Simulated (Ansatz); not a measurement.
A user runs Ansatz (a program for electronic structure) on Bi2Rh (P2_1/c, 12 atoms in the cell) and asks whether the run is sound. The aim is a self-consistent single point with DFT, PBEsol, plane waves, default PAW files made with PBE.

Cell that was meant: a = 7.0390 Å, b = 6.9107 Å, c = 7.0803 Å, α = 90.00°, β = 117.73°, γ = 90.00°.

Part of the input:

Ansatz 0.2 input:
```yaml
    kind: paw
scf:
  occupations:
    method: fixed
output:
  forces: true
  eigenvalues: true
```

The program printed (abridged):

```
WARN ansatz: RAYON_NUM_THREADS=1 ignored (pool sized by the plan → 1); use --threads N
Pseudopotentials: kind: paw
   [... lines left out ...]
PAW frozen core: Rh, regenerated for the run's functional, and the local potential with it
Initial density: superposition of atomic densities (neutral atoms: chi_scale 0, normalization atom), corrected by the library's trained network
Initial wavefunctions: pseudopotential atomic-orbital guess
Eigensolver: davidson
Functional: x = pbesol(κ = 0.804, μ = 0.12345679012345678), c = pbesol(β = 0.046)
SCF iter   1: F=—  HF=-123293.056915 eV  |F-HF|=—  |Δ(HF+E_count)|=         —  Δρ=1.13e-2  dr2=6.36e-1  ethr=1.77e-3  ⟨swp⟩=5.0  Hψ=3511  notcnv=0  defer=164
all-band conjugate gradients solve this SCF's bands
   [... lines left out ...]
WARN: the bands overlap at the fill by count (94 filled at each k-point of a channel) …
SCF 1 converged in 7 iterations: F = -123292.979152 eV  dr2 = 3.14e-8
Free energy (F): -123292.979152 eV
Internal energy: -123292.979152 eV  (E = F + TS)
E sigma→0 (E₀):  -123292.979152 eV
Fermi energy:    13.088992 eV
--- Forces (eV/Å), atoms counted from 1 ---
  atom   1  Bi    -0.27673829    -0.25750910    -0.17706004
  atom   2  Bi     0.27673829    -0.25750910     0.17706004
  atom   3  Bi     0.27673829     0.25750910     0.17706004
  atom   4  Bi    -0.27673829     0.25750910    -0.17706004
  atom   5  Bi    -0.65359378     0.01544171    -0.04760358
  atom   6  Bi     0.65359378     0.01544171     0.04760358
  atom   7  Bi     0.65359378    -0.01544171     0.04760358
  atom   8  Bi    -0.65359378    -0.01544171    -0.04760358
   [... lines left out ...]
  atom  12  Rh    -0.20851351    -0.07569819    -0.03997934
--- Stress (GPa, compression-positive) ---
       -3.909058       0.000000      -0.287406
        0.000000      -4.013094       0.000000
       -0.287406       0.000000      -3.882553
  P = ⅓ Tr σ = -3.9349 GPa (-39.349 kbar)
  The stress holds the Pulay correction. Without it, at fixed plane waves, as pw.x and ABINIT print it: P = -3.9789 GPa
```

Can these results be used? Check the input.

The run is not sound. The fault is fixed (insulator-type) occupations in a metal. A metal has bands that cross the Fermi level, so filling the same number of bands at every k-point puts electrons into the wrong states. To fix it, use a smearing (or tetrahedra) with enough empty bands. The run converged in 7 iterations without an error; against the sound input the free energy rises by 1.4 meV/atom, the pressure moves little (-3.84 to -3.93 GPa) and the largest force goes from 0.692 to 0.656 eV/Å. The full log also holds (shortened here): “WARN: iter 1: σ=0 fill of 94 bands saw a band overlap (occupied 13.1585 eV > unoccupied 13.1365 eV) — on an unconverged iterate often a transient of an (band_overlap_at_count)”.

The sound input it was made from differs as follows (other fixes are possible):
```diff
-    method: fixed
+    method: gaussian
+    width: 0.05
```

With that input, the run converged in 8 iterations: free energy E − TS (on the zero of these files) -123292.9958 eV; Fermi level (on the code's own zero) 13.05 eV; pressure -3.84 GPa; largest force (vector length) 0.692 eV/Å (DFT, PBEsol, plane waves, default PAW files made with PBE).

On the sound input: the starting cell comes from a database of published, mostly measured structures (it also holds non-ambient and calculated ones), without a prior relaxation at this level. Its lattice was rescaled by a random factor within 2.5 % of one. Spin polarisation is off. With a pressure of about -4 GPa the cell is away from its equilibrium volume at this level. Ansatz's pressure includes its estimate of the finite-basis (Pulay) stress.
